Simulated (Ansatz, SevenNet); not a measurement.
# NbAs (I4₁md, No. 109; start mp-2059): properties by level of theory

```csv
level (code),equilibrium lattice constant a (Å),c axis length (Å)
SevenNet-0 (SevenNet),?,11.813
LDA (Ansatz),3.418,11.529
PBE (Ansatz),?,?
PBE-D3(BJ) (Ansatz),?,11.557
PBE-D4 (Ansatz),?,11.629
```

### Question
Fill in the missing entries.

### Answer

- SevenNet-0 (SevenNet), equilibrium lattice constant a (Å): 3.491
- PBE (Ansatz, a program for electronic structure), equilibrium lattice constant a (Å): 3.474
- PBE (Ansatz), c axis length (Å): 11.749
- PBE-D3(BJ) (Ansatz), equilibrium lattice constant a (Å): 3.440
- PBE-D4 (Ansatz), equilibrium lattice constant a (Å): 3.452

Caveats: the relaxation could not lower the start's symmetry, so the cell can be a saddle point above a distorted one (SevenNet-0, LDA, PBE, PBE-D3(BJ), PBE-D4). Ansatz's density-functional and Hartree–Fock values are scalar-relativistic unless marked +SOC, with PAW data made under PBE.

A start named mp-… is a Materials Project structure, which can be a computed phase never made.
